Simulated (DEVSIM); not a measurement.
System: abrupt Si n-p junction, at 300 K.

Layer 1 from the left is Si, thickness (μm) 2.10, Nd (cm⁻³) 7.9e15, τn (s) 0.00071, τp (s) 0.00071. Layer 2 from the left is Si, thickness (μm) 0.570, Na (cm⁻³) 2.3e14, τn (s) 0.00071, τp (s) 0.00071.

Left contact: ohmic. Right contact: ohmic. Voltage is applied to the left contact. Recombination: SRH at mid-gap, radiative, Auger. Mobility is μmin + (μ − μmin)/(1 + (N/Nref)^α).

Constants are typed, rounded textbook-type inputs, not results; the design itself was drawn at random and stands for no fabricated device. Values at 300 K.

Si: gap (eV) 1.124, affinity (eV) 4.05, permittivity 11.7, Nc (cm⁻³) 2.86e19, Nv (cm⁻³) 3.1e19, μn (cm²/Vs) 1417, μp (cm²/Vs) 470, μn,min 52, μp,min 45, Nref,n 9.7e16, Nref,p 2.2e17, αn 0.68, αp 0.72, B (cm³/s) 4.7e-15, Cn (cm⁶/s) 2.8e-31, Cp (cm⁶/s) 9.9e-32.

DEVSIM, 1D drift-diffusion, Boltzmann statistics, complete ionisation; no tunnelling, impact ionisation, image-force lowering or self-heating.

Q: What does the simulation give for the largest field in the device at zero bias, the dark forward voltage at 100 A/cm², the potential step across the device at zero bias, the dark forward voltage at 1 A/cm²?

A: largest field in the device at zero bias 11000 V/cm; dark forward voltage at 100 A/cm² 0.575 V; potential step across the device at zero bias 0.607 V; dark forward voltage at 1 A/cm² 0.390 V.
